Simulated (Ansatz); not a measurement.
Ansatz (a quantum-chemistry and plane-wave program) run on K2LaAgF6 (P1, 10 atoms in the cell): self-consistent single point.

Computed with PBEsol, default PAW files made with PBE (plane waves; Ansatz).

The change in words: lattice scaled by 0.97. Reference geometry:
```xyz
10
Lattice="0.0000 4.4398 4.4398 4.4398 0.0000 4.4398 4.4398 4.4398 0.0000" Properties=species:S:1:pos:R:3 pbc="T T T"
K      2.2085     2.2290     2.2177
K      6.6954     6.6081     6.6616
Ag     4.4475     4.4555     4.4456
La    -0.0084     0.0076    -0.0139
F      2.2684     4.4317     4.4051
F      6.6317     4.4485     4.4384
F      4.4093     2.2097     4.4399
F      4.4404     6.6770     4.4764
F      4.4315     4.4454     2.2503
F      4.4341     4.4459     6.6373
```

Reference input (self-consistent single point, DFT, PBEsol, plane waves, default PAW files made with PBE): basis.ecutwfc = 30.9 Ry; kpoints.mp_grid.grid = 4 4 4; hamiltonian.xc = pbesol; hamiltonian.pseudopotentials = {kind: paw} (the program's default PAW files); scf.occupations.method = cold; scf.occupations.width = 0.01 Ry. This run's input differs from it in these lines:

```diff
@@ -2,5 +2,5 @@
   lattice:
-    - [0.000000, 4.439814, 4.439814]
-    - [4.439814, 0.000000, 4.439814]
-    - [4.439814, 4.439814, 0.000000]
+    - [0.000000, 4.306620, 4.306620]
+    - [4.306620, 0.000000, 4.306620]
+    - [4.306620, 4.306620, 0.000000]
   atoms:
```

The program printed (abridged):

```
SCF iter   1: F=—  HF=-21527.499497 eV  |F-HF|=—  |Δ(HF+E_count)|=         —  Δρ=1.28e-2  dr2=1.78e-1  ethr=1.77e-3  ⟨swp⟩=6.2  Hψ=7190  notcnv=0
all-band conjugate gradients solve this SCF's bands
preconditioner: auto → Resta (q_TF=auto, 2.479 Å⁻¹)
SCF iter   2: F=—  HF=-21527.454220 eV  |F-HF|=—  |Δ(HF+E_count)|=   4.53e-2  S|Δr|=   7.99e-9  Δρ=2.98e-3  dr2=5.99e-3  ethr=1.97e-4  ⟨swp⟩=2.5  Hψ=3931  notcnv=0  defer=143
   [... lines left out ...]
SCF iter   6: F=—  HF=-21527.453518 eV  |F-HF|=—  |Δ(HF+E_count)|=   1.48e-4  S|Δr|=    0.00e0  Δρ=2.69e-5  dr2=1.00e-6  ethr=1.08e-8  ⟨swp⟩=2.0  Hψ=2903  notcnv=0  defer=135
SCF iter   7: F=—  HF=-21527.453519 eV  |F-HF|=—  |Δ(HF+E_count)|=   1.85e-7  S|Δr|=    0.00e0  Δρ=1.58e-5  dr2=3.03e-7  ethr=1.11e-9  ⟨swp⟩=2.0  Hψ=3176  notcnv=0  defer=135
SCF iter   8: F=-21527.453519 eV  HF=-21527.453519 eV  |F-HF|=4.93e-8  |Δ(HF+E_count)|=   5.13e-9  S|Δr|=    0.00e0  Δρ=8.54e-6  dr2=7.92e-8  ethr=1.11e-10  ⟨swp⟩=10.8  Hψ=9652  notcnv=0
SCF 1 converged in 8 iterations: F = -21527.453519 eV  dr2 = 7.92e-8
Stability not checked (fill_not_monotonic)
Free energy (F): -21527.453519 eV
Internal energy: -21527.453519 eV  (E = F + TS)
E sigma→0 (E₀):  -21527.453519 eV
Fermi energy:    9.374712 eV
--- Forces (eV/Å), atoms counted from 1 ---
  atom   1  K      0.03110675     0.00284435     0.01054527
  atom   2  K     -0.03440840     0.02932962    -0.02305329
  atom   3  Ag     0.09644586    -0.13487235    -0.03655572
  atom   4  La     0.45024698    -0.12326039     0.37560630
  atom   5  F     -0.82320669    -0.00616001    -0.07007377
   [... lines left out ...]
  atom  10  F     -0.00525222    -0.04157830     0.18752483
--- Stress (GPa, compression-positive) ---
       17.251615       0.058827      -0.068974
        0.058827      18.752230       0.140088
       -0.068974       0.140088      17.584945
  P = ⅓ Tr σ = 17.8629 GPa (178.629 kbar)
  The stress holds the Pulay correction. Without it, at fixed plane waves, as pw.x and ABINIT print it: P = 17.4029 GPa
```

The run converged in 8 iterations. Against the reference run the free energy rises by 120 meV/atom, the pressure goes from 8.10 to 17.86 GPa, the largest force goes from 1.047 to 0.826 eV/Å and the gap on the mesh goes from 1.486 to 1.301 eV.

The starting cell was generated: these elements placed on a structure prototype, without a prior relaxation; it need not be a known phase or ordering of this composition. Its atoms were displaced at random from the sites of space group no. 225. For this run, on top of that: lattice scaled by 0.97. Ansatz's pressure includes its estimate of the finite-basis (Pulay) stress.

Keys are those of Ansatz 0.2.
